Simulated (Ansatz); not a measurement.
Here is the system:

End structure of a constructed model of the (100) surface of fcc Ir, a layer of Al in place of the second plane (bottom of the slab: a bare face, its two planes held):

```xyz
6
Lattice="2.7372 0.0000 0.0000 0.0000 2.7372 0.0000 0.0000 0.0000 25.5000" Properties=species:S:1:pos:R:3 pbc="T T T"
Ir     1.3686     1.3686     8.0313
Ir     0.0000     0.0000     9.9668
Ir     1.3686     1.3686    11.8857
Ir     0.0000     0.0000    13.8275
Al     1.3686     1.3686    15.6958
Ir     0.0000     0.0000    17.3916
```

Slab: 6 atoms, 9.4 Å thick at the start (thin: gaps and levels are the slab's own); k 14x14x1, smearing 0.1 eV, dipole-corrected; 2 atoms held, the rest relaxed; symmetry of the start imposed; no spin, no spin-orbit, no U. It is one candidate, not shown to be the stable structure of the face.

Give the work function of the top face at the level PBE (Ansatz, a first-principles code).

5.37 eV
